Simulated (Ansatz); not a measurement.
Base system: InAgTe2 in the chalcopyrite structure (space group I-42d, No. 122; a = 6.569 Å, c = 12.999 Å). Axes: x, y, z lie along a, b, c of the conventional cell.

Level of theory: plane-wave PAW DFT at the PBE level (Ansatz, a program for electronic structure, 420 eV), no spin-orbit coupling.

Base values:

```
Quantity     Value
--------  --------
Pressure  0.1 kbar
```

Perturbation: uniaxial strain ε_zz = −1.50 %, all other strain components held at zero; the atoms relax in the strained cell.

Question: Estimate the effect on the pressure.

Answer: The pressure (mean of the normal stresses, compression positive) grows by 5.7 kbar, from 0.1 kbar to 5.8 kbar.

Question: How does this affect the energy relative to the base?

Answer: The energy goes up by 1.2 meV/atom.

Whether these cells are dynamically stable was not tested.
